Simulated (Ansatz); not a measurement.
Electronic density of states of amorphous Al$_{45}$O$_{72}$H$_{9}$, density 3.05 g/cm³, on a 2×2×2 Γ-centred mesh with a Gaussian width of 0.1 eV; energies count from the Fermi level, whose place inside the gap is arbitrary. Cell and mesh are small, so fine structure isn't converged. All values below come from PBE, scalar-relativistic without spin-orbit coupling (plane waves to 420 eV, PAW; Ansatz, an electronic-structure program). Sampling: a 2×2×2 Γ-centred mesh; Fermi-Dirac width 0.02 eV; no spin polarisation. At PBE the levels at the filled edge of the gap are localised (band-tail or defect states), and the nearest spread-out levels lie 4.1 eV apart at the zone centre.

It comes from a melt-quench run on a machine-learned potential (CHGNet), relaxed afterwards by DFT. O atoms were pushed apart under 1.9 Å during the dynamics, to hinder bonds among them. The hot cell started wider than the set density and was brought back towards it in steps. It is the lowest in DFT energy of 2 quenches. It is a model cell: composition and starting density were chosen by hand, and all elements were melted together. No dispersion term was used. A short ab initio anneal came between quench and relaxation. Its density started from a set value of 3.16 and ended at 3.05 g/cm³. Cooling (nominally 370 K/ps over its main leg) ran many orders faster than in experiment, which tends to leave more defects and strain. Values belong to this one cell and scatter from quench to quench. The volume was free in the relaxation, at fixed shape. Stress components on the final sampling reach 1.7 GPa.

```
E - EF (eV)  states/(eV atom)
-----------  ----------------
-12.00                   0.00
-11.90                   0.00
-11.80                   0.00
-11.70                   0.00
-11.60                   0.00
-11.50                   0.00
-11.40                   0.00
-11.30                   0.00
-11.20                   0.00
-11.10                   0.00
-11.00                   0.00
-10.90                   0.00
-10.80                   0.00
-10.70                   0.00
-10.60                   0.00
-10.50                   0.00
-10.40                   0.00
-10.30                   0.00
-10.20                   0.00
-10.10                   0.00
-10.00                   0.00
-9.90                    0.00
-9.80                    0.01
-9.70                    0.05
-9.60                    0.08
-9.50                    0.02
-9.40                    0.03
-9.30                    0.10
-9.20                    0.11
-9.10                    0.07
-9.00                    0.09
-8.90                    0.22
-8.80                    0.27
-8.70                    0.17
-8.60                    0.07
-8.50                    0.12
-8.40                    0.23
-8.30                    0.34
-8.20                    0.35
-8.10                    0.35
-8.00                    0.35
-7.90                    0.35
-7.80                    0.34
-7.70                    0.35
-7.60                    0.38
-7.50                    0.36
-7.40                    0.34
-7.30                    0.33
-7.20                    0.34
-7.10                    0.37
-7.00                    0.38
-6.90                    0.39
-6.80                    0.42
-6.70                    0.45
-6.60                    0.45
-6.50                    0.45
-6.40                    0.48
-6.30                    0.48
-6.20                    0.49
-6.10                    0.51
-6.00                    0.51
-5.90                    0.50
-5.80                    0.48
-5.70                    0.50
-5.60                    0.52
-5.50                    0.54
-5.40                    0.54
-5.30                    0.55
-5.20                    0.53
-5.10                    0.53
-5.00                    0.58
-4.90                    0.59
-4.80                    0.61
-4.70                    0.60
-4.60                    0.59
-4.50                    0.62
-4.40                    0.68
-4.30                    0.69
-4.20                    0.68
-4.10                    0.70
-4.00                    0.70
-3.90                    0.68
-3.80                    0.69
-3.70                    0.71
-3.60                    0.69
-3.50                    0.68
-3.40                    0.67
-3.30                    0.67
-3.20                    0.62
-3.10                    0.61
-3.00                    0.60
-2.90                    0.62
-2.80                    0.61
-2.70                    0.58
-2.60                    0.58
-2.50                    0.54
-2.40                    0.45
-2.30                    0.36
-2.20                    0.24
-2.10                    0.19
-2.00                    0.19
-1.90                    0.13
-1.80                    0.11
-1.70                    0.10
-1.60                    0.05
-1.50                    0.01
-1.40                    0.00
-1.30                    0.00
-1.20                    0.00
-1.10                    0.00
-1.00                    0.00
-0.90                    0.00
-0.80                    0.00
-0.70                    0.00
-0.60                    0.00
-0.50                    0.00
-0.40                    0.00
-0.30                    0.00
-0.20                    0.00
-0.10                    0.00
0.00                     0.00
0.10                     0.00
0.20                     0.00
0.30                     0.00
0.40                     0.00
0.50                     0.00
0.60                     0.00
0.70                     0.00
0.80                     0.00
0.90                     0.00
1.00                     0.00
1.10                     0.00
1.20                     0.00
1.30                     0.00
1.40                     0.00
1.50                     0.00
1.60                     0.01
1.70                     0.01
1.80                     0.00
1.90                     0.00
2.00                     0.00
2.10                     0.02
2.20                     0.03
2.30                     0.01
2.40                     0.03
2.50                     0.05
2.60                     0.04
2.70                     0.04
2.80                     0.04
2.90                     0.04
3.00                     0.04
3.10                     0.03
3.20                     0.05
3.30                     0.07
3.40                     0.07
3.50                     0.07
3.60                     0.06
3.70                     0.07
3.80                     0.09
3.90                     0.10
4.00                     0.10
4.10                     0.10
4.20                     0.13
4.30                     0.16
4.40                     0.14
4.50                     0.13
4.60                     0.13
4.70                     0.16
4.80                     0.22
4.90                     0.22
5.00                     0.23
5.10                     0.27
5.20                     0.28
5.30                     0.28
5.40                     0.26
5.50                     0.27
5.60                     0.25
5.70                     0.26
5.80                     0.32
5.90                     0.34
6.00                     0.33
6.10                     0.37
6.20                     0.36
```

The level gap on this mesh is 3.31 eV; the broadening fills part of it in the curve.
